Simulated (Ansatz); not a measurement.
Functionals compared on N on the 1x1 (111) surface of fcc Rh, one in a 2x2 cell, started at the site 'bridge Rh-Rh (span 2.7 Å)', in Ansatz (plane waves, PAW). The structure was relaxed with PBE; the other rows are single points on it, each with its references at the same level. Cutoff 420 eV (500 eV for r2SCAN).

Model: 17-atom slab, 6.5 Å thick at the start under the adsorbate (thin: gaps and levels are the slab's own), 6x6x1 mesh, Fermi-Dirac 0.1 eV, dipole correction, 8 atoms held, the rest relaxed; start symmetry kept, larger cells not searched; no spin, no spin-orbit, no U, no dispersion correction. At the end it is bonded to 3 Rh. In PBE it is, or lies within 0.03 eV of, the lowest of the starts that converged. These notes are the PBE run's. Adsorption energies are against ½ N2(g). A negative adsorption energy means that the adsorbate is more stable on the surface than in its reference.

| functional | adsorption energy (eV) | work function of the top face (eV) | change of the work function (eV) | rough cost of the single point |
|---|---|---|---|---|
| PBE | -0.23 | 5.56 | 0.41 | – |
| RPBE | … | … | … | around 2.6 core-minutes (rough) |
| r2SCAN | -0.39 | 5.63 | 0.49 | about 5 core-minutes (a rough figure) |

### Question
Fill in the missing entries.

### Answer

- RPBE, adsorption energy (eV): 0.05
- RPBE, work function of the top face (eV): 5.40
- RPBE, change of the work function (eV): 0.43

Ansatz is a first-principles code.
